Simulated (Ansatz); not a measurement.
For MoGe (model structure, started from the rocksalt type, Fm-3m, No. 225, 2 atoms in the cell), PBE (Ansatz, a quantum-chemistry and plane-wave program, PAW) gives:

```
Item                           Value
---------------------  -------------
lattice constant a           5.140 Å
enthalpy of formation  0.453 eV/atom
```

Task: What does r²SCAN in Ansatz (PAW) give for the same quantities?

Result: 
- lattice constant a: 5.113 Å (shrinks by 0.5 %)
- formation enthalpy: 0.487 eV/atom (rises by 0.034 eV/atom)

Changes are worked out from the printed values.

Unless a cell is named, each level is at its own relaxed cell (PBE 16.97, r²SCAN 16.71 Å³/atom).

Ansatz's density-functional and Hartree–Fock values are scalar-relativistic unless marked +SOC, with PAW data made under PBE.

A model structure was made by putting elements into a prototype or built by hand; it is no filed structure, need not be a known phase, and can be a saddle point held by its symmetry.
